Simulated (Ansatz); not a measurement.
Cubic perovskite CsPbCl₃ (cubic high-temperature phase) was calculated with HSE06 in Ansatz (PAW).

Settings: plane-wave cutoff 460 eV, 4×4×4 k mesh, Fermi–Dirac smearing 0.01 eV, scalar-relativistic PAW data made under PBE.

Cell (relaxed at this level):

Space group Pm-3m (No. 221); a = 5.7062 Å, b = 5.7062 Å, c = 5.7062 Å, α = 90.00°, β = 90.00°, γ = 90.00°

```csv
atom,site,symmetry,x,y,z
Cs,1a,m-3m,0.0000,0.0000,0.0000
Pb,1b,m-3m,0.5000,0.5000,0.5000
Cl,3c,4/mm.m,0.0000,0.5000,0.5000
```

**Question.** What does this level give for the bulk modulus B0, band gap, direct gap at Γ and pressure derivative B′ of the bulk modulus?

**Answer.** 
* **bulk modulus B0**: 23.2 GPa
* **band gap**: 2.86 eV (on the SCF k mesh)
* **direct gap at Γ**: 7.02 eV
* **pressure derivative B′ of the bulk modulus**: 4.7

Note: the relaxation could not lower the start's symmetry, so the cell can be a saddle point above a distorted one.

Spin–orbit coupling is not included; with these elements it can move the gap by several tenths of an eV or more.

The computed numbers hold no vibrational or temperature effects.

Cost on a shared machine: about 15 core-minutes (a rough figure).

Ansatz is a first-principles code.
